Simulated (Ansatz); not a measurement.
Take NaF in the rock salt structure (space group Fm-3m, No. 225) as the base.

```yaml
crystal:
  lattice:
    - [0.00000, 2.31454, 2.31454]
    - [2.31454, 0.00000, 2.31454]
    - [2.31454, 2.31454, 0.00000]
  atoms:
    - { symbol: Na, position: [0.00000, 0.00000, 0.00000] }
    - { symbol: F, position: [0.50000, 0.50000, 0.50000] }
```

Cartesian axes are those of the cell as printed.

Calculations: plane-wave PAW DFT at the PBEsol level (Ansatz, a program for electronic structure, 420 eV), no spin-orbit coupling.

Strains are applied to the cell and any free atomic positions relax; under biaxial strain the out-of-plane vector relaxes too.

One change was made to it. Results:

| quantity | base | after |
|---|---|---|
| valence-band top at Γ (three highest levels, from the VBM) | 0.00, 0.00, 0.00 eV | 0.00, -0.04, -0.04 eV |
| pressure (mean of the normal stresses, compression positive) | 0.00 GPa | -0.50 GPa |
| band gap | 6.20 eV | 6.12 eV |
| electron mass | 0.56 mₑ (at Γ) | 0.56 mₑ (at Γ) |

**Question.** Which of these changes matches the shifts?
A. biaxial strain +1.25 %, plane normal [111], relaxed out of plane
B. biaxial strain +0.83 %, plane normal [111], relaxed out of plane
C. biaxial strain +2.08 %, plane normal [111], relaxed out of plane
D. biaxial strain −2.50 %, plane normal [111], relaxed out of plane

**Answer.** B, biaxial strain +0.83 %, plane normal [111], relaxed out of plane. For comparison, the band gap in the other runs: biaxial strain +2.08 %, plane normal [111], relaxed out of plane gives 6.00 eV; biaxial strain +1.25 %, plane normal [111], relaxed out of plane gives 6.08 eV; biaxial strain −2.50 %, plane normal [111], relaxed out of plane gives 6.32 eV.

Effective masses come from finite differences of ±0.01 Å⁻¹. Stability against distortions was not tested.
